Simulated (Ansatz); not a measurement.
Take SnTe in the rock salt structure (space group Fm-3m, No. 225; a = 6.4093 Å) as the base. Axes: x, y, z lie along the cube axes.

Level of theory: PBE (Ansatz, a program for electronic structure; PAW; 420 eV plane waves; no spin-orbit coupling), earlier PAW set.

It is then changed as follows: an isotropic linear strain of +2.96 %; the atoms relax in the strained cell.

**Question.** Predict the stress tensor and what it implies for the stiffness.

**Answer.** Stress of the strained cell less that of the base (GPa, compression positive):
```
  -2.92    0.00    0.00
   0.00   -2.92    0.00
   0.00    0.00   -2.92
```

Then B = −ΔP/(ΔV/V₀) with ΔV/V₀ = 0.0915 gives secant stiffness values (nonlinear terms included at this strain): B ≈ 32 GPa.

As a check, the harmonic strain energy −½ V₀ Δσ:ε is 27 meV/atom; the computed energy rise is 30 meV/atom.

Whether these cells are dynamically stable was not tested.
